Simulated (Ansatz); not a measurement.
The starting structures come from a database of crystals and need not be the phases stable at ambient conditions.

 Where the default PAW files enter, the runs use the earlier of Ansatz's two default sets.

```yaml
crystal:
  lattice:
    - [4.73349, 0.00000, 0.00000]
    - [0.79397, 7.80065, 0.00000]
    - [-1.48130, -0.33102, 4.48354]
  atoms:
    - { symbol: Pd, position: [0.50000, 0.50000, 0.00000] }
    - { symbol: Pd, position: [0.00000, 0.00000, 0.50000] }
    - { symbol: S, position: [0.92328, 0.75000, 0.92328] }
    - { symbol: S, position: [0.07672, 0.25000, 0.07672] }
    - { symbol: O, position: [0.90903, 0.78195, 0.23215] }
    - { symbol: O, position: [0.09097, 0.21805, 0.76785] }
    - { symbol: O, position: [0.23215, 0.71805, 0.90903] }
    - { symbol: O, position: [0.76785, 0.28195, 0.09097] }
    - { symbol: O, position: [0.24535, 0.40291, 0.21015] }
    - { symbol: O, position: [0.75465, 0.59709, 0.78985] }
    - { symbol: O, position: [0.21015, 0.09709, 0.24535] }
    - { symbol: O, position: [0.78985, 0.90291, 0.75465] }
```

Space group of this cell: C2/c. The cell is taken as given; by r2SCAN its mean pressure is 1.3 GPa.

Transport runs along the normal of the first two printed cell vectors.

No gap correction and no spin-orbit coupling; mid-gap values are interpolated between computed energies.

Q: Estimate the band gap and the smallest decay constant κ at mid-gap that r2SCAN run with Ansatz (an electronic-structure program) returns for this system.

A: Gap 1.46 eV on a 8×4×8 mesh; κ = 0.428 1/Å, at (-0.333, 0.250) of the in-plane reciprocal vectors. At the zone centre, at the nearest computed energy, the slowest state has κ = 0.48 1/Å.
